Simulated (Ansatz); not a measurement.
# What strain tensor (xx, yy, zz, yz, xz, xy) = (+0.16, −0.77, −1.16, +0.53, −0.24, −0.66) % does to PbTe

The reference is PbTe in the rock salt structure (space group Fm-3m, No. 225; a = 6.442 Å). Axes: x, y, z lie along the cube axes.

One thing is altered: strain tensor (xx, yy, zz, yz, xz, xy) = (+0.16, −0.77, −1.16, +0.53, −0.24, −0.66) %; the atoms relax in the strained cell.

Computed with PBEsol (Ansatz, a quantum-chemistry and plane-wave program; PAW; 420 eV plane waves; no SOC). Γ-centred 9×9×9 mesh, Fermi–Dirac width 0.05 eV.

The volume per atom shrinks by 0.592 Å³ to 32.82 Å³ and the space group changes from Fm-3m (No. 225) to P-1 (No. 2). The shortest interatomic distance drops by 0.037 Å, from 3.221 Å to 3.184 Å and the energy increases by 3.3 meV/atom. The pressure (mean of the normal stresses, compression positive) grows by 0.85 GPa, from 0.01 GPa to 0.86 GPa and the band gap decreases by 0.17 eV to 0.48 eV. The gap character amounts to indirect, X → R and the smallest direct gap decreases by 0.072 eV to 0.57 eV. The valley order (the lowest conduction-band minima on the path, energy above the VBM, named in the base's zone) goes from L along ⟨111⟩ 0.65 eV; a point along ⟨110⟩, about 0.6 Å⁻¹ from Γ 1.25 eV; a point along ⟨100⟩, about 0.3 Å⁻¹ from Γ 1.70 eV to L along [11-1] 0.48 eV; L along [111] 0.49 eV; L along [1-11] 0.52 eV; L along [1-1-1] 0.60 eV and the stress (xx, yy, zz, yz, xz, xy; compression positive) amounts to (-0.11, 1.08, 1.62, -0.16, 0.07, 0.20) GPa.

Final structure:

```
CELL_PARAMETERS angstrom
     -0.02899     3.21309     3.20053
      3.21841    -0.00435     3.17589
      3.20488     3.17493     0.00918
ATOMIC_POSITIONS crystal
  Te 0.00000 0.00000 0.00000
  Pb 0.50000 0.50000 0.50000
```

Cost of the whole job for the changed cell (relaxation, final SCF and bands): about 50 core-seconds (a rough figure).

With Pb and Te present, leaving out spin-orbit coupling can change the band edges. Whether these cells are dynamically stable was not tested. Labels are those of the standard path for the cell's own space group.
